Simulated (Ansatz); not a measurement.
## SnSe$_{2}$ in the 2H-MoS2 type structure (space group P6_3/mmc, No. 194; a hypothetical phase, not in the database extracts checked; layered, stacked along the Cartesian z axis)

```yaml
crystal:
  lattice:
    - [3.76941, 0.00000, 0.00000]
    - [-1.88470, 3.26440, 0.00000]
    - [0.00000, 0.00000, 11.29064]
  atoms:
    - { symbol: Sn, position: [0.33333, 0.66667, 0.25000] }
    - { symbol: Sn, position: [0.66667, 0.33333, 0.75000] }
    - { symbol: Se, position: [0.33333, 0.66667, 0.59689] }
    - { symbol: Se, position: [0.66667, 0.33333, 0.09689] }
    - { symbol: Se, position: [0.66667, 0.33333, 0.40311] }
    - { symbol: Se, position: [0.33333, 0.66667, 0.90311] }
```

All numbers come from Ansatz (a first-principles code), PBEsol-D3(BJ), PAW, cutoff 420 eV, no spin-orbit coupling, earlier PAW set. k-mesh 14×14×4 (Γ-centred); smearing 0.05 eV (Fermi–Dirac).

```yaml
volume_per_atom: 23.15 Å³
density: 6.61 g/cm³
band_gap: zero
total_energy: -5599.936 eV/atom (σ→0; compares only within this code and set-up)
```

No phonon test of stability was made. The final runs are not spin-polarised.
